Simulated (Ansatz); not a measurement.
**Pressure series in La2O3**

The reference is La2O3 (space group P-3m1, No. 164).

```xyz
5
Lattice="3.9062 0.0000 0.0000 -1.9531 3.3828 0.0000 0.0000 0.0000 6.0399" Properties=species:S:1:pos:R:3 pbc="T T T"
La     1.9531     1.1276     1.4820
La     0.0000     2.2552     4.5579
O      0.0000     2.2552     2.1380
O      1.9531     1.1276     3.9019
O      0.0000     0.0000     0.0000
```

Cell and atoms are relaxed at each pressure.

Computed with PBEsol/PAW in Ansatz (a first-principles code), no SOC.

Candidates:
(a) pressure 10 GPa
(b) pressure 0.7 GPa
(c) pressure −1 GPa

For the base:

| Quantity | Value |
|---|---|
| c/a ratio | 1.546 |

Question: Order them by c/a ratio, lowest first.

Answer: (a) pressure 10 GPa (1.483), (b) pressure 0.7 GPa (1.542), (c) pressure −1 GPa (1.552)

Load acts through the strain it causes; cell and atoms are relaxed under it. Stability against distortions was not tested. No other phases were tried under pressure. The base started in C2/m and relaxed to P-3m1 at this level.
